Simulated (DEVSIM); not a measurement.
Device: illuminated GaAs p-on-n cell, one wavelength, at 250 K.

Layer 1 from the left is GaAs, thickness (μm) 0.400, Na (cm⁻³) 6e17, τn (s) 2.5e-8, τp (s) 1.4e-9, absorption coefficient (cm⁻¹) 97000. Layer 2 from the left is GaAs, thickness (μm) 4.40, Nd (cm⁻³) 1.2e17, τn (s) 9.8e-8, τp (s) 9.8e-8, absorption coefficient (cm⁻¹) 97000.

Left contact: ohmic, minority electron recombination velocity 2000 cm/s. Right contact: ohmic, minority hole recombination velocity 2e6 cm/s. Voltage is applied to the left contact. Recombination: SRH at mid-gap, radiative, Auger. Light enters at the left, 2.7e17 photons cm⁻² s⁻¹, one pass, no reflection. Mobility is constant in doping.

The device is made up for the run: typed textbook-type constants, with dimensions and the other settings drawn at random. Values at 300 K; Nc and Nv go as T^1.5, mobilities as T to minus their exponent, the gap by Varshni's rule with the affinity fixed.

GaAs: gap (eV) 1.424, affinity (eV) 4.07, permittivity 12.9, Nc (cm⁻³) 4.7e17, Nv (cm⁻³) 9e18, μn (cm²/Vs) 8500, μp (cm²/Vs) 400, T exponent of μn 2.1, T exponent of μp 2.2, B (cm³/s) 2e-10, Cn (cm⁶/s) 1e-30, Cp (cm⁶/s) 1e-30, Varshni α (eV/K) 0.000541, Varshni β (K) 204.

Simulated with DEVSIM: 1D drift-diffusion, Boltzmann statistics, complete ionisation; no tunnelling, impact ionisation, image-force lowering or self-heating.

Dark forward current:

```tsv
|V| (V)	|J| (A/cm²)
0.20	1.746e-13
0.25	5.734e-13
0.30	1.881e-12
0.35	6.159e-12
0.40	2.019e-11
0.45	6.638e-11
0.50	2.185e-10
0.55	7.207e-10
0.60	2.384e-9
0.65	7.911e-9
0.70	2.638e-8
0.75	8.882e-8
0.80	3.054e-7
0.85	1.106e-6
0.90	4.527e-6
0.95	2.330e-5
1.00	0.0001595
1.05	0.001355
1.10	0.01285
1.15	0.1273
1.20	1.281
1.25	12.86
1.30	121.4
1.35	892.7
1.40	4796
```

Work out the local ideality factor n = ΔV / (kT/q · ln(J2/J1)) between the rows 0.20 and 0.25 V, 1.15 and 1.20 V, 1.35 and 1.40 V.

kT/q = 21.54 mV. From 0.20 to 0.25 V: ln(5.734e-13/1.746e-13) = 1.189, n = 1.95, near the 2 of recombination in the depletion region. From 1.15 to 1.20 V: ln(1.281/0.1273) = 2.309, n = 1.01, near the 1 of diffusion or emission over a barrier. From 1.35 to 1.40 V: ln(4796/892.7) = 1.681, n = 1.38; the layers' resistance at their doping, Σ W/(qμN) = 2.5e-6 Ω cm², would take 9.9 mV of this step of 50 mV.

What current could the absorbed light give at most, and what share is collected?

Σ αd = 46.6, so qΦ(1 − exp(−Σ αd)) = 43.3 mA/cm². The simulated short-circuit current is 43.02 mA/cm², a share of 0.99.

Estimate the open-circuit voltage by superposition: the voltage at which the dark current equals that short-circuit current.

Interpolating ln J in the table gives 1.126 V. The simulation gives 1.126 V, the same within the digits that matter. Superposition holds where collection doesn't change with voltage.

Estimate the fill factor from FF0 = (v − ln(v + 0.72))/(v + 1), v = qVoc/(nkT), with n from the dark curve.

The rows about Voc, 1.10 and 1.15 V, give n = 1.01, so v = 51.6 and FF0 = 0.906. The simulation gives 0.904, the same within the digits that matter.
